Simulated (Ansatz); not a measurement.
Base system: FeS2 (space group Pa-3, No. 205; a = 5.324 Å; non-magnetic).

Modification: full substitution Fe → Zn, then cell and atoms are relaxed.

Method: Ansatz (an electronic-structure program) PBEsol, no spin-orbit coupling.

Base, band edges from the VBM (valence, conduction): X₁ -0.01, 1.66; M -0.17, 1.89; R -0.42, 1.61; X -0.01, 1.66; Γ -0.07, 0.24 eV.

Problem. Give the band edges at the high-symmetry points of the new zone, measured from its valence-band maximum.

Solution. 
```
point  valence edge (eV)  conduction edge (eV)
-----  -----------------  --------------------
Γ                   0.00                  1.47
X                  -0.23                  1.81
M                  -1.69                  1.68
R                  -2.48                  1.84
X₁                 -0.23                  1.81
```

The gap is 1.30 eV, indirect, Γ → Γ–R (50 % along).

Stability against distortions was not tested. For ZnS2 in this form, whether it has been made was not checked. Seeded moments were not kept for the base. All final runs are without spin polarisation. A zero or small gap of FeS2 can be the functional's error rather than a property of the material.
